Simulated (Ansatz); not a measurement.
## SrTiO3, response to strain

The parent structure is SrTiO3 in the cubic perovskite structure (space group Pm-3m, No. 221; a = 3.891 Å). Axes: x, y, z lie along the cube axes.

Strains are applied to the cell and any free atomic positions relax; under biaxial strain the out-of-plane vector relaxes too; under stress the whole cell relaxes.

Level of theory: PBEsol/PAW in Ansatz (a quantum-chemistry and plane-wave program), no spin-orbit coupling.

Notes on the quantities. pressure: mean of the normal stresses, compression positive.

| change | band gap | pressure | gap character | smallest direct gap |
|---|---|---|---|---|
| base | 1.85 eV | 0.01 GPa | indirect, R → Γ | 2.19 eV |
| biaxial strain +1.40 %, plane normal [001], relaxed out of plane | 1.78 eV | -3.40 GPa | indirect, A → Γ | 2.13 eV |
| biaxial strain −2.15 %, plane normal [111], relaxed out of plane | 1.82 eV | ? | indirect, T → Γ | 2.09 eV |
| isotropic strain −0.99 % | 1.90 eV | 5.93 GPa | indirect, R → Γ | 2.22 eV |
| isotropic strain +5.82 % | 1.53 eV | -21.69 GPa | indirect, R → Γ | 1.94 eV |
| uniaxial strain ε_xx = −1.09 % | 1.85 eV | 2.13 GPa | indirect, A → Γ | 2.18 eV |
| uniaxial strain ε_yy = −2.06 % | 1.85 eV | 4.19 GPa | indirect, A → Γ | ? |
| tensor shear ε_xy = −2.27 % | 1.74 eV | 0.17 GPa | indirect, T → Γ | 1.97 eV |
| uniaxial stress, 3 GPa tension along x | ? | – | indirect, A → Γ | 2.18 eV |

Problem. What belongs in the blanks?

Solution. 
- biaxial strain −2.15 %, plane normal [111], relaxed out of plane, pressure: 5.77 GPa
- uniaxial strain ε_yy = −2.06 %, smallest direct gap: 2.17 eV
- uniaxial stress, 3 GPa tension along x, band gap: 1.81 eV

Stability under load was not tested beyond the relaxation. The final runs are not spin-polarised. Many cubic perovskites are stable only at high temperature; tilts and polar distortions were not tested. k-point labels follow each cell's own Brillouin zone.
